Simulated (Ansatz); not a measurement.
# Effect of isotropic strain +1.15 % on InSb

Base system: InSb in the zinc blende structure (space group F-43m, No. 216; a = 6.557 Å).

It is then changed as follows: every lattice vector is stretched by 1.15 %; the atoms relax in the strained cell.

Method: r2SCAN (Ansatz, an electronic-structure program), no SOC, earlier PAW set. Γ-centred 12×12×12 mesh, Fermi–Dirac width 0.05 eV.

The space group remains F-43m (No. 216) and the shortest interatomic distance rises by 0.033 Å (2.839 Å → 2.872 Å). The energy grows by 5.4 meV/atom and the pressure goes from zero to -1.4 GPa. The band gap remains zero.

Final structure:

```
CELL_PARAMETERS angstrom
      0.00000     3.31634     3.31634
      3.31634     0.00000     3.31634
      3.31634     3.31634     0.00000
ATOMIC_POSITIONS crystal
  Sb 0.75000 0.75000 0.75000
  In 0.00000 0.00000 0.00000
```

With Sb present, leaving out spin-orbit coupling can change the band edges. Whether these cells are dynamically stable was not tested. All final runs are without spin polarisation. Gaps under 0.05 eV, about the width of the smearing, are given as zero. The zero or small gap of InSb can change with the level of theory.
